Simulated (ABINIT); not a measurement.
**A self-consistent single point of TiC (Fm-3m, 2 atoms in the cell) with ABINIT**

Computed with PBE, PAW (JTH v2.0 PBE PAW) (plane waves; ABINIT).

Input:

```
# TiC, JTH v2.0 PBE PAW
pp_dirpath "./"
pseudos "Ti.GGA_PBE-JTH.xml, C.GGA_PBE-JTH.xml"
acell 3*1.0
rprim
         0.0000000000    4.0789832886    4.0789832886
         4.0789832886    0.0000000000    4.0789832886
         4.0789832886    4.0789832886    0.0000000000
natom 2
ntypat 2
znucl 22 6
typat 1 2
xred
         0.0000000000    0.0000000000    0.0000000000
         0.5000000000    0.5000000000    0.5000000000
ecut 816 eV
pawecutdg 1633 eV
pawxcdev 0
occopt 3
tsmear 0.00367493
nband 13
kptopt 1
ngkpt 7 7 7
nshiftk 1
shiftk 0 0 0
nstep 100
toldfe 1.0e-09
prtwf 0
prtden 0
enunit 1
```

Output, abridged:

```
 Symmetries : space group Fm -3 m (#225); Bravais cF (face-center cubic)

 -outvars: echo values of preprocessed input variables --------
            acell      1.0000000000E+00  1.0000000000E+00  1.0000000000E+00 Bohr
             ecut      2.99874495E+01 Hartree
           enunit           1
              ixc     -101130
         kptrlatt        7    0    0      0    7    0      0    0    7
          kptrlen      4.03798744E+01
            natom           2
            nband          13
            ngfft          30      30      30
          ngfftdg          45      45      45
             nkpt          20
            nstep         100
             nsym          48
           ntypat           2
           occopt           3
        pawecutdg      6.00116484E+01 Hartree
         pawxcdev           0
            rprim      0.0000000000E+00  4.0789832886E+00  4.0789832886E+00
                       4.0789832886E+00  0.0000000000E+00  4.0789832886E+00
                       4.0789832886E+00  4.0789832886E+00  0.0000000000E+00
          spgroup         225
           toldfe      1.00000000E-09 Hartree
           tsmear      3.67493000E-03 Hartree
            typat      1  2
           useylm           1
             xred      0.0000000000E+00  0.0000000000E+00  0.0000000000E+00
                       5.0000000000E-01  5.0000000000E-01  5.0000000000E-01
            znucl       22.00000    6.00000

== DATASET  1 ==================================================================

 Real(R)+Recip(G) space primitive vectors, cartesian coordinates (Bohr,Bohr^-1):
 R(1)=  0.0000000  4.0789833  4.0789833  G(1)= -0.1225796  0.1225796  0.1225796
 R(2)=  4.0789833  0.0000000  4.0789833  G(2)=  0.1225796 -0.1225796  0.1225796
 R(3)=  4.0789833  4.0789833  0.0000000  G(3)=  0.1225796  0.1225796 -0.1225796
 Unit cell volume ucvol=  1.3573310E+02 bohr^3
 Angles (23,13,12)=  6.00000000E+01  6.00000000E+01  6.00000000E+01 degrees

 Coarse grid specifications (used for wave-functions):

 getcut: wavevector=  0.0000  0.0000  0.0000  ngfft=  30  30  30
         ecut(hartree)=     29.987   => boxcut(ratio)=   2.11204

 Fine grid specifications (used for densities):

 getcut: wavevector=  0.0000  0.0000  0.0000  ngfft=  45  45  45
         ecut(hartree)=     60.012   => boxcut(ratio)=   2.18727

   4.77916847E+02                                ecore*ucvol(ha*bohr**3)

_setup2: Arith. and geom. avg. npw (full set) are    1064.475    1064.454

--- !BeginCycle
solver: {iscf: 17, nstep: 100, nline: 4, wfoptalg: 10, }
tolerances: {toldfe: 1.00E-09, }
...

     iter   Etot(hartree)      deltaE(h)  residm     nres2
 ETOT  1  -62.145418733296    -6.215E+01 6.355E+00 3.418E+01
 ETOT  2  -64.480271098699    -2.335E+00 1.958E-01 2.238E+01
 ETOT  3  -64.457790542601     2.248E-02 1.293E-01 5.584E+00
 ETOT  4  -64.458559609031    -7.691E-04 8.147E-03 1.520E+00
 ETOT  5  -64.457782185559     7.774E-04 4.635E-03 5.099E-02
 ETOT  6  -64.457977259537    -1.951E-04 5.351E-03 5.636E-02
   [... 4 lines left out ...]
 ETOT 11  -64.457927715039     1.111E-08 2.852E-05 1.584E-05
 ETOT 12  -64.457927707710     7.329E-09 7.440E-06 6.835E-06
 ETOT 13  -64.457927700096     7.614E-09 3.292E-06 3.571E-07
 ETOT 14  -64.457927699715     3.817E-10 7.706E-07 3.012E-09
 ETOT 15  -64.457927699733    -1.786E-11 3.107E-07 1.031E-08

 At SCF step   15, etot is converged :
  for the second time, diff in etot=  1.786E-11 < toldfe=  1.000E-09

 Cartesian components of stress tensor (hartree/bohr^3)
  sigma(1 1)= -1.11395286E-04  sigma(3 2)=  0.00000000E+00
  sigma(2 2)= -1.11395286E-04  sigma(3 1)=  0.00000000E+00
  sigma(3 3)= -1.11395286E-04  sigma(2 1)=  0.00000000E+00

 ----iterations are completed or convergence reached----

 reduced coordinates (array xred) for    2 atoms
       0.000000000000      0.000000000000      0.000000000000
       0.500000000000      0.500000000000      0.500000000000
 cartesian forces (eV/Angstrom) at end:
    1     -0.00000000000000    -0.00000000000000    -0.00000000000000
    2     -0.00000000000000    -0.00000000000000    -0.00000000000000
 frms,max,avg= 0.0000000E+00 0.0000000E+00   0.000E+00  0.000E+00  0.000E+00 e/A
 length scales=  1.000000000000  1.000000000000  1.000000000000 bohr
              =  0.529177208590  0.529177208590  0.529177208590 angstroms
 Fermi (or HOMO) energy (eV) =   9.04090   Average Vxc (eV)= -12.37001
 Eigenvalues (   eV  ) for nkpt=  20  k points:
 kpt#   1, nband= 13, wtk=  0.00292, kpt=  0.0000  0.0000  0.0000 (reduced coord)
 -47.42480  -23.45110  -23.45110  -23.45110   -3.35117    9.79674    9.79674    9.79674
  10.78948   10.78948   10.78948   10.84201   10.84201
 prteigrs : prtvol=0 or 1, do not print more k-points.

--- !EnergyTerms
comment             : Components of total free energy in Hartree
kinetic             :  1.10547350327819E+01
hartree             :  1.07464745957082E+01
xc                  : -5.44143696421065E+00
Ewald energy        : -5.13726233658614E+01
psp_core            :  3.52100439106997E+00
local_psp           : -3.35467589207432E+01
spherical_terms     :  5.81135680234921E-01
internal            : -6.44574695510202E+01
'-kT*entropy'       : -4.51897424835011E-04
total_energy        : -6.44579214484451E+01
total_energy_eV     : -1.75398924335137E+03
...

-Cartesian components of stress tensor (GPa)         [Pressure=  3.2774E+00 GPa]
- sigma(1 1)= -3.27736190E+00  sigma(3 2)=  0.00000000E+00
- sigma(2 2)= -3.27736190E+00  sigma(3 1)=  0.00000000E+00
- sigma(3 3)= -3.27736190E+00  sigma(2 1)=  0.00000000E+00

 Calculation completed.
```

The run converged in 15 iterations.

The starting cell has typed, rounded lattice constants, without a prior relaxation at this level. Its lattice was rescaled by up to half a per cent. Spin polarisation is off. With a pressure of about 3 GPa the cell is away from its equilibrium volume at this level.
